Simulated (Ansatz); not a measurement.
Worked example: zone-centre phonon calculation of LaH3 (I4/mmm, 4 atoms in the cell) in Ansatz (a program for electronic structure).

Method of the run: LDA (PW92), default PAW files made with PBE (plane waves; Ansatz).

```xyz
4
Lattice="-1.8677 1.8677 3.0406 1.8677 -1.8677 3.0406 1.8677 1.8677 -3.0406" Properties=species:S:1:pos:R:3 pbc="T T T"
La     0.0000     0.0000     0.0000
H      0.0000     1.8677     1.5203
H      1.8677     0.0000     1.5203
H      0.0000     0.0000     3.0406
```

Reference input (self-consistent single point, DFT, LDA (PW92), plane waves, default PAW files made with PBE): basis.ecutwfc = 420 eV; kpoints.mp_grid.grid = 9 9 9; hamiltonian.xc = lda; hamiltonian.pseudopotentials = {kind: paw} (the program's default PAW files); scf.occupations.method = fermi_dirac; scf.occupations.width = 0.02 eV. This run's input differs from it in these lines:

Ansatz 0.2 input:
```diff
@@ -19,7 +19,8 @@
 scf:
-  occupations: { method: fermi_dirac, width: 0.02 eV }
-output:
-  forces: true
-  eigenvalues: true
-  stress: true
+  occupations: { method: fixed }
+  convergence: { dr2_threshold: 1.0e-05 eV }
+phonons:
+  method: dfpt
+  dielectric: true
+  rigid_motions: translations
```

The program printed (abridged):

```
SCF iter   1: F=—  HF=-6125.549019 eV  |F-HF|=—  |Δ(HF+E_count)|=         —  Δρ=1.28e-2  dr2=6.02e-2  ethr=1.77e-3  ⟨swp⟩=3.1  Hψ=10518  notcnv=0  defer=275
all-band conjugate gradients solve this SCF's bands
preconditioner: auto → none
SCF iter   2: F=—  HF=-6125.530439 eV  |F-HF|=—  |Δ(HF+E_count)|=   1.86e-2  Δρ=2.91e-3  dr2=3.15e-3  ethr=4.30e-4  ⟨swp⟩=2.5  Hψ=5482  notcnv=0  defer=47
SCF iter   3: F=—  HF=-6125.529403 eV  |F-HF|=—  |Δ(HF+E_count)|=   1.04e-3  Δρ=1.45e-3  dr2=4.33e-4  ethr=2.25e-5  ⟨swp⟩=3.0  Hψ=4513  notcnv=0  defer=365
SCF iter   4: F=—  HF=-6125.529320 eV  |F-HF|=—  |Δ(HF+E_count)|=   8.22e-5  Δρ=3.36e-4  dr2=2.03e-5  ethr=3.09e-6  ⟨swp⟩=2.0  Hψ=2784  notcnv=0  defer=408
iter 5 did not close the SCF: its close was put off for the readings that it lacked (scf_convergence_deferred on its scf_iter line)
SCF iter   5: F=-6125.529318 eV  HF=-6125.529319 eV  |F-HF|=4.81e-8  |Δ(HF+E_count)|=   1.78e-6  Δρ=4.01e-5  dr2=2.78e-7  ethr=1.45e-7  ⟨swp⟩=2.0  Hψ=2523  notcnv=0  defer=408
SCF iter   6: F=-6125.529319 eV  HF=-6125.529319 eV  |F-HF|=8.86e-10  |Δ(HF+E_count)|=   4.84e-9  Δρ=3.60e-6  dr2=1.71e-9  ethr=1.99e-9  ⟨swp⟩=9.6  Hψ=17105  notcnv=0
SCF 1 converged in 6 iterations: F = -6125.529319 eV  dr2 = 1.71e-9
DFPT response loops at Γ: preconditioner auto → none (the input reference at scf.mixing.eps_inf says where Resta's filter doesn't serve); β = 0.50 …
── the response to a field inside a basis, on 10×10×10 k-points: an SCF that follows is theirs, and a resumed run solves both again ──
Crystal: 4 atoms, lattice volume = 42.425 Å³
Bands: 8, of which v1, the nominal top of the filled ones, is band 7 counted from 1 (6 counted from 0)
k-points: 99 of 1000
Initial density: handed on by an earlier stage of this run
Initial wavefunctions: pseudopotential atomic-orbital guess (no wavefunctions were taken with the density)
Eigensolver: Dense (99 Hₖ)
   [... lines left out ...]
WARN: field response: ε∞ stands inside a basis, on 10×10×10 points …
Free energy (F): -6125.529319 eV
Fermi energy:    9.973340 eV
   [... lines left out ...]
        777.76      1            42.9138
   [... 5 lines left out ...]
  optical modes at Γ + LO–TO along q̂ = [0.0000, 0.0000, 1.0000]:
      ω (cm⁻¹)  modes    IR ((D/Å)²/amu)
        437.60      2           228.8971
        588.15      1            37.1442
        909.86      2             0.0000
        913.39      2            32.8382
        977.51      1             0.0000
       1095.38      1           125.5715
```

The run converged in 10 iterations.  The full log also holds: “iter 5 did not close the SCF: its close was put off for the readings that it lacked (scf_convergence_deferred on its scf_iter line)”.

Summary of the result:
| Item | Result |
|---|---|
| Free energy E − TS (on the zero of these files) | -6125.5293 eV |
| Top of the valence band (on the code's own zero) | 9.97 eV |
| Gap on the k-point mesh | 0.27 eV |
| Zone-centre frequencies (cm⁻¹; negative means imaginary) | 0, 0, 0, 280, 438, 438, 905, 910, 910, 913, 913, 978 |
| ε∞ at this k-point mesh, which may be far from converged in small-gap cells (xx, yy, zz) | 10.3, 10.3, 12.6 |
| Born charges at this mesh (mean of the diagonal, e) | La 4.19, H -1.31, H -1.31, H -1.57 |

The starting cell comes from a database of computed structures (which also holds hypothetical and non-ambient phases and stackings), without a prior relaxation at this level. Its lattice was rescaled by up to half a per cent. The frequencies listed for the zone centre hold no LO-TO term.

Cost on one core of a shared machine: roughly 2 min.
